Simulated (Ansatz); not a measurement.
Consider BN in the wurtzite structure (space group P6_3mc, No. 186; a = 2.5232 Å, c = 4.1751 Å). Axes: x lies along a and z along c of the hexagonal cell.

Level of theory: LDA (Ansatz, a quantum-chemistry and plane-wave program; PAW; 420 eV plane waves; scalar-relativistic without spin-orbit coupling).

Before the change:

```
Quantity                        Result
-----------------------------  -------
Band gap                       4.93 eV
Shortest interatomic distance  1.548 Å
```

One thing is altered: compressive biaxial strain of 1.20 % in the plane normal to [001], as in epitaxy on a mismatched substrate; the out-of-plane cell vector and the atoms relax.

### Question
Estimate the effect on the ratio −ε⊥/ε∥, band gap and shortest interatomic distance.

### Answer
The ratio −ε⊥/ε∥ is 0.12; the band gap decreases by 0.13 eV (4.93 eV → 4.80 eV); the shortest interatomic distance shrinks by 0.015 Å, from 1.548 Å to 1.533 Å.

No phonon test of stability was made.
